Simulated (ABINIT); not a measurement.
## Convergence study of the k-point mesh at a smearing width of 0.3 eV for Nb (Im-3m, 1 atom in the cell)

```
Nb
1.0
   -1.65825     1.65825     1.65825
    1.65825    -1.65825     1.65825
    1.65825     1.65825    -1.65825
Nb
1
Direct
  0.00000   0.00000   0.00000
```

Method: PBE, norm-conserving pseudopotentials (PseudoDojo nc-sr-05 PBE standard) (plane waves; ABINIT).

Base settings: pseudos = [Nb.upf]; ecut = 41 Ha; occopt = 3; tsmear = 0.00367493 Ha; ngkpt = 8 8 8; nshiftk = 1; shiftk = 0 0 0; potentials = PseudoDojo nc-sr-05 PBE standard; nband = 12; kptopt = 1.

In this ladder: tsmear = 0.0110248 Ha.

Only quantities that move along the ladder and can be compared are tabulated.

The count of work is k-points × plane waves × bands × iterations; it is no time. Core times come from one kind of shared machine, to one figure; runs under 30 s give none.

The starting cell has typed, rounded lattice constants, without a prior relaxation at this level. Its lattice was rescaled by up to half a per cent. Spin polarisation is off.

```csv
ngkpt,free energy less the last step's (meV/atom),pressure (GPa),count of work / last,core time / last (rough)
5 5 5,23.68,1.17,0.010,–
6 6 6,7.78,0.60,0.016,–
7 7 7,-6.74,1.00,0.020,–
9 9 9,2.49,0.94,0.036,–
10 10 10,3.42,1.12,0.048,–
15 15 15,0.06,0.96,0.12,–
18 18 18,0.01,0.96,0.20,0.2
22 22 22,-0.01,0.95,0.34,0.3
27 27 27,0.00,0.95,0.58,0.6
33 33 33,0.00,0.95,1.0,1
```

Coarsest ngkpt that holds the free energy within 2 meV/atom of the last step, with all finer ones: 15 15 15, at 0.12 of the last step's count of work; the step before is off by 3.4 meV/atom.

Coarsest ngkpt that holds the pressure within 0.2 GPa of the last step, with all finer ones: 7 7 7, at 0.020 of the last step's count of work; the step before is off by 0.35 GPa.
